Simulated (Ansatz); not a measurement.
Take Mo in the bcc (W type) structure (space group Im-3m, No. 229; a = 3.130 Å) as the base.

Perturbation: full substitution Mo → Re; the structure is relaxed again.

Levels (all Ansatz, a first-principles code, PAW): PBEsol (420 eV, spin-orbit coupling left out); PBEsol+SOC (420 eV, spin-orbit coupling included).

The geometry is relaxed with PBEsol.

- PBEsol pressure = 0.0 GPa

Q: Predict the pressure from PBEsol+SOC.

A: The pressure goes from zero to 0.4 GPa.

Single points use the geometry relaxed with PBEsol. Differences between runs with and without spin-orbit coupling are approximate. No phonon test of stability was made. For Re in this form, whether it has been made was not checked. The runs without spin-orbit coupling are not spin-polarised. This is not the structure that Re has at room temperature and ambient pressure.
